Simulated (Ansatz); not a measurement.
Defect migration in beta Ga2O3 with all lengths changed by +1 %: Ga vacancy, charge state -3. All values below come from PBE, PAW (plane waves to 420 eV; Ansatz, a program for electronic structure).

Cell of 120 host sites held at the strained lattice (strain from the relaxed PBE one, atoms relaxed); the Γ point alone; Fermi-Dirac width 0.01 eV, spin-restricted; finite-size errors left in. Static, classical nuclei. The charge state is imposed; whether it is stable for some Fermi level was not computed. Forms of the defect that were not tried may lie lower.

Barriers: single points on a 2×2×2 k-point mesh shifted by half a step at the bands' geometries.

The step: a nearby Ga atom hops onto the vacant site. Atoms about the jump, Cartesian Å from the middle of the jump, before and after:

| atom | x0 | y0 | z0 | x1 | y1 | z1 |
|---|---|---|---|---|---|---|
| Ga1 | 0.00 | -1.47 | 0.00 | 0.00 | 1.47 | 0.00 |
| O2 | 0.61 | -0.26 | -1.30 | 0.61 | 0.26 | -1.30 |
| O3 | -0.13 | -0.23 | 1.56 | -0.13 | 0.23 | 1.56 |
| O4 | -2.01 | -1.53 | -0.34 | -2.10 | -1.56 | -0.37 |
| O5 | -2.10 | 1.56 | -0.37 | -2.01 | 1.53 | -0.34 |
| Ga6 | -2.99 | 0.03 | -0.63 | -2.99 | -0.03 | -0.63 |
| Ga7 | -0.10 | -0.02 | -2.92 | -0.10 | 0.02 | -2.92 |
| O8 | 1.99 | -1.59 | 0.72 | 2.12 | -1.56 | 0.89 |
| O9 | 0.24 | -3.11 | -1.13 | 0.61 | -3.37 | -1.30 |
| Ga10 | -1.53 | -0.02 | 2.73 | -1.53 | 0.02 | 2.73 |
| Ga11 | 1.73 | 0.03 | 2.10 | 1.73 | -0.03 | 2.10 |
| O12 | -0.15 | -3.11 | 1.49 | -0.13 | -3.34 | 1.56 |
| O13 | 2.12 | 1.56 | 0.89 | 1.99 | 1.59 | 0.72 |
| O14 | -2.58 | -1.57 | 2.49 | -2.54 | -1.56 | 2.48 |
| O15 | -1.14 | -1.56 | -3.34 | -1.09 | -1.56 | -3.27 |
| Ga16 | -2.95 | -3.11 | -0.62 | -2.99 | -3.08 | -0.63 |
| O17 | -2.54 | 1.56 | 2.48 | -2.58 | 1.57 | 2.49 |
| O18 | -1.09 | 1.56 | -3.27 | -1.14 | 1.56 | -3.34 |
| O19 | -3.45 | -0.02 | -2.47 | -3.45 | 0.02 | -2.47 |
| Ga20 | -0.14 | -3.11 | -2.94 | -0.10 | -3.13 | -2.92 |
| O21 | 0.61 | 3.37 | -1.30 | 0.24 | 3.11 | -1.13 |

Problem. Give the saddle-point geometry and the barrier.

Solution. 
```json
[
 {"atom": "Ga1", "x": "-0.55", "y": "-0.36", "z": "-0.11"},
 {"atom": "O2", "x": "0.60", "y": "-0.04", "z": "-1.42"},
 {"atom": "O3", "x": "-0.17", "y": "-0.06", "z": "1.65"},
 {"atom": "O4", "x": "-2.13", "y": "-1.41", "z": "-0.39"},
 {"atom": "O5", "x": "-2.08", "y": "1.33", "z": "-0.40"},
 {"atom": "Ga6", "x": "-3.32", "y": "0.02", "z": "-0.74"},
 {"atom": "Ga7", "x": "-0.13", "y": "0.01", "z": "-3.08"},
 {"atom": "O8", "x": "2.10", "y": "-1.53", "z": "0.84"},
 {"atom": "O9", "x": "0.27", "y": "-3.13", "z": "-1.18"},
 {"atom": "Ga10", "x": "-1.61", "y": "0.00", "z": "2.82"},
 {"atom": "Ga11", "x": "1.82", "y": "0.01", "z": "2.10"},
 {"atom": "O12", "x": "-0.14", "y": "-3.23", "z": "1.55"},
 {"atom": "O13", "x": "2.13", "y": "1.55", "z": "0.87"},
 {"atom": "O14", "x": "-2.57", "y": "-1.57", "z": "2.47"},
 {"atom": "O15", "x": "-1.15", "y": "-1.55", "z": "-3.35"},
 {"atom": "Ga16", "x": "-2.89", "y": "-3.12", "z": "-0.61"},
 {"atom": "O17", "x": "-2.56", "y": "1.58", "z": "2.48"},
 {"atom": "O18", "x": "-1.13", "y": "1.57", "z": "-3.34"},
 {"atom": "O19", "x": "-3.56", "y": "-0.01", "z": "-2.57"},
 {"atom": "Ga20", "x": "-0.14", "y": "-3.13", "z": "-2.92"},
 {"atom": "O21", "x": "0.49", "y": "3.29", "z": "-1.25"}
]
```
It lies 1.33 eV above the start and 1.33 eV above the end. The saddle point's order was not checked.
